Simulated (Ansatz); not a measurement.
**Short convergence ladders for LiHfSe₂ (P-3m1, 4 atoms in the cell)**

```yaml
crystal:
  lattice:
    - [3.71710, 0.00000, 0.00000]
    - [-1.85855, 3.21910, 0.00000]
    - [0.00000, 0.00000, 6.61936]
  atoms:
    - { symbol: Li, position: [0.00000, 0.00000, 0.50000] }
    - { symbol: Hf, position: [0.00000, 0.00000, 0.00000] }
    - { symbol: Se, position: [0.33333, 0.66667, 0.24830] }
    - { symbol: Se, position: [0.66667, 0.33333, 0.75170] }
```

Base method: LDA (PW92), default PAW files made with PBE (plane waves; Ansatz, a first-principles code).

Base settings: basis.ecutwfc = 420 eV; kpoints.mp_grid.grid = 10 10 5; hamiltonian.xc = lda; hamiltonian.pseudopotentials = {kind: paw} (the program's default PAW files); scf.occupations.method = fermi_dirac; scf.occupations.width = 0.1 eV.

Core times come from one kind of shared machine, to one figure; runs under 30 s give none.

**Zone-centre phonons against the cutoff**

In this ladder: phonons.method = dfpt.

The mesh stays at the base's, so the ladder's end is converged at best in this setting alone.

Frequencies are those of the unrelaxed cell, without the LO-TO term of polar crystals.

Only quantities that move along the ladder and can be compared are tabulated.

```tsv
basis.ecutwfc	highest zone-centre frequency (cm⁻¹)	lowest optical frequency (cm⁻¹)	core time / last (rough)
210 eV	307.7	134.5	0.3
250 eV	281.8	143.4	0.3
295 eV	289.8	142.3	0.4
420 eV	288.6	142.8	0.8
505 eV	288.6	142.8	1
```

Coarsest basis.ecutwfc that holds the lowest optical frequency within 5 cm⁻¹ of the last step, with all finer ones: 250 eV, at about 0.3 of the last step's time; the step before is off by 8.3 cm⁻¹.

Coarsest basis.ecutwfc that holds the highest zone-centre frequency within 5 cm⁻¹ of the last step, with all finer ones: 295 eV, at about 0.4 of the last step's time; the step before is off by 6.8 cm⁻¹.

**The force threshold of a relaxation**

On LiHfSe2 (P3m1, 4 atoms in the cell): one atom moved by 0.15 angstrom.

In this ladder: relax = atoms.

The mesh stays at the base's, so the ladder's end is converged at best in this setting alone.

Only quantities that move along the ladder and can be compared are tabulated.

```tsv
relax.f_tol	free energy less the last step's (meV/atom)	largest force left (eV/Å)	relaxation steps	core time / last (rough)
0.2 eV/Å	0.57	0.1629	3	0.6
0.1 eV/Å	0.00	0.0076	4	0.6
0.05 eV/Å	0.00	0.0086	4	0.7
0.02 eV/Å	0.00	0.0103	5	0.7
0.005 eV/Å	0.00	0.0004	5	0.7
0.001 eV/Å	0.00	0.0004	6	1
```

Coarsest relax.f_tol that holds the free energy within 0.2 meV/atom of the last step, with all finer ones: 0.1 eV/Å; the step before is off by 0.57 meV/atom.

Coarsest relax.f_tol that holds the largest force left within 0.02 eV/Å of the last step, with all finer ones: 0.1 eV/Å; the step before is off by 0.16 eV/Å.

On the base run: the starting cell comes from a database of computed structures (which also holds hypothetical and non-ambient phases and stackings), without a prior relaxation at this level. Its lattice was rescaled by up to half a per cent. In the base run, with a pressure of about -5 GPa the cell is away from its equilibrium volume at this level.

Keys are those of Ansatz 0.2.
